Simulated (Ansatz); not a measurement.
Consider Ti in the hcp (Mg type) structure (space group P6_3/mmc, No. 194; a = 2.9398 Å, c = 4.6540 Å; relaxed with 0.1 eV smearing). Axes: x lies along a and z along c of the hexagonal cell.

The values are results of PBE/PAW in Ansatz (a first-principles code), scalar-relativistic without spin-orbit coupling, not measurements.

Strains are applied to the cell and any free atomic positions relax; under biaxial strain the out-of-plane vector relaxes too.

One change was made to it. Results:

```csv
quantity,base,after
volume per atom,17.42 Å³,17.52 Å³
band gap,zero,zero
"pressure (mean of the normal stresses, compression positive)",0.0 GPa,-0.6 GPa
```

What was done to the base?
A) biaxial strain +1.50 %, plane normal [001], relaxed out of plane
B) biaxial strain −1.50 %, plane normal [001], relaxed out of plane
C) biaxial strain +0.50 %, plane normal [001], relaxed out of plane

C, biaxial strain +0.50 %, plane normal [001], relaxed out of plane. For comparison, the pressure in the other runs: biaxial strain +1.50 %, plane normal [001], relaxed out of plane gives -1.9 GPa; biaxial strain −1.50 %, plane normal [001], relaxed out of plane gives 2.0 GPa.

No phonon test of stability was made. The final runs are not spin-polarised.
